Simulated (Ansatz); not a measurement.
# TlBr: response to strain

Consider TlBr in the CsCl type structure (space group Pm-3m, No. 221).

```
TlBr
1.0
    3.91453     0.00000     0.00000
    0.00000     3.91453     0.00000
    0.00000     0.00000     3.91453
Tl Br
1 1
Direct
  0.00000   0.00000   0.00000
  0.50000   0.50000   0.50000
```

Cartesian axes are those of the cell as printed.

Strains are applied to the cell and any free atomic positions relax.

Level of theory: PBEsol (Ansatz, an electronic-structure program, PAW, no spin-orbit coupling).

Candidates:
(a) uniaxial strain ε_zz = −3.00 %
(b) uniaxial strain ε_zz = −1.00 %
(c) uniaxial strain ε_zz = −1.50 %
(d) uniaxial strain ε_zz = +2.50 %

For the base:

| Quantity | Result |
|---|---|
| Band gap | 1.59 eV |

Q: Order them by band gap, highest first.

A: (d) uniaxial strain ε_zz = +2.50 % (1.56 eV), (b) uniaxial strain ε_zz = −1.00 % (1.51 eV), (c) uniaxial strain ε_zz = −1.50 % (1.47 eV), (a) uniaxial strain ε_zz = −3.00 % (1.34 eV)

Spin-orbit coupling, missing from the scalar runs, can matter with Tl. Whether these cells are dynamically stable was not tested.
